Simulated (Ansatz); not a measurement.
```
CELL_PARAMETERS angstrom
      4.59592     0.00000     0.00000
     -2.29796     3.98018     0.00000
      0.00000     0.00000     7.27158
ATOMIC_POSITIONS crystal
  Sb 0.33333 0.66667 0.22580
  Sb 0.66667 0.33333 0.77420
  Mg 0.00000 0.00000 0.00000
  Mg 0.33333 0.66667 0.63237
  Mg 0.66667 0.33333 0.36763
```

No spin polarisation.

A single point on Mg3Sb2, its geometry relaxed with PBE.

Computed with Kohn–Sham DFT with the r2SCAN functional, run in Ansatz (an electronic-structure program) with PAW and 500 eV plane waves, no SOC. Γ-centred 12×12×7 mesh, Fermi–Dirac width 0.05 eV.

**Question.** Predict the width of the top valence band, pressure and gap character.

**Answer.** The width of the top valence band is 2.56 eV. The pressure is -0.88 GPa and the gap character is indirect, Γ → k = (0, 0.417, 0.286) in the run's primitive reciprocal basis.

Single points use the geometry relaxed with PBE. With Sb present, leaving out spin-orbit coupling can change the band edges. Whether these cells are dynamically stable was not tested. The cell is Mg3Sb2 (space group P-3m1, No. 164).
